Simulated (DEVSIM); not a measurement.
System: Schottky contact on n-type β-Ga2O3, at 400 K.

Layer 1 from the left is β-Ga2O3, thickness (μm) 17.0, Nd (cm⁻³) 2.3e17, τn (s) 7.7e-8, τp (s) 7.7e-8. Layer 2 from the left is β-Ga2O3, thickness (μm) 2.50, Nd (cm⁻³) 1.6e18, τn (s) 7.7e-8, τp (s) 7.7e-8.

Left contact: Schottky, work function 5.65 eV, emission velocity 5.1e6 cm/s. Right contact: ohmic. Voltage is applied to the left contact. Recombination: SRH at mid-gap, Auger. Mobility is μmin + (μ − μmin)/(1 + (N/Nref)^α).

The device is made up for the run: typed textbook-type constants, with dimensions and the other settings drawn at random. Values at 300 K; Nc and Nv go as T^1.5, mobilities as T to minus their exponent, the gap by Varshni's rule with the affinity fixed.

β-Ga2O3: gap (eV) 4.8, affinity (eV) 4, permittivity 10, Nc (cm⁻³) 3.7e18, Nv (cm⁻³) 5e20, μn (cm²/Vs) 160, μp (cm²/Vs) 1, μn,min 20, μp,min 0.1, Nref,n 1e18, Nref,p 1e18, αn 0.8, αp 0.8, T exponent of μn 1.8, T exponent of μp 1.5, Cn (cm⁶/s) 1e-31, Cp (cm⁶/s) 1e-31, Varshni α (eV/K) 0.0004, Varshni β (K) 600.

DEVSIM, 1D drift-diffusion, Boltzmann statistics, complete ionisation; no tunnelling, impact ionisation, image-force lowering or self-heating. Metal contacts follow the ideal Schottky-Mott rule: no Fermi-level pinning, no interface dipoles.

Dark forward current:

```
|V| (V)  |J| (A/cm²)
-------  -----------
0.10       1.089e-13
0.15       4.835e-13
0.20       2.076e-12
0.25       8.847e-12
0.30       3.762e-11
0.35       1.599e-10
0.40       6.792e-10
0.45        2.885e-9
0.50        1.225e-8
0.55        5.198e-8
0.60        2.205e-7
0.65        9.350e-7
0.70        3.963e-6
0.75        1.679e-5
0.80        7.104e-5
0.85       0.0003004
0.90        0.001269
0.95        0.005354
1.00         0.02255
1.05         0.09468
1.10          0.3949
1.15           1.615
1.20           6.197
1.25           20.10
1.30           49.51
1.35           93.86
```

Problem. Work out the local ideality factor n = ΔV / (kT/q · ln(J2/J1)) between the rows 0.15 and 0.20 V, 1.30 and 1.35 V.

Solution. kT/q = 34.47 mV. From 0.15 to 0.20 V: ln(2.076e-12/4.835e-13) = 1.457, n = 1.00, near the 1 of diffusion or emission over a barrier. From 1.30 to 1.35 V: ln(93.86/49.51) = 0.640, n = 2.27; the layers' resistance at their doping, Σ W/(qμN) = 0.00063 Ω cm², would take 28 mV of this step of 50 mV.

Problem. Estimate the current at 0.65 V for emission alone, J0 = q v N_band exp(−φB/kT), and read the barrier back from the simulated current.

Solution. φB = 1.650 eV, N_band = 5.70e18 cm⁻³, J0 = 7.57e-15 A/cm²; J = J0 (exp(qV/kT) − 1) = 1.17e-6 A/cm². The simulation gives 9.35e-7 A/cm²; the estimate lies 25 % above. Read backwards, the simulated current gives an apparent barrier of 1.658 eV. The estimate leaves out transport through the depletion region and minority injection.
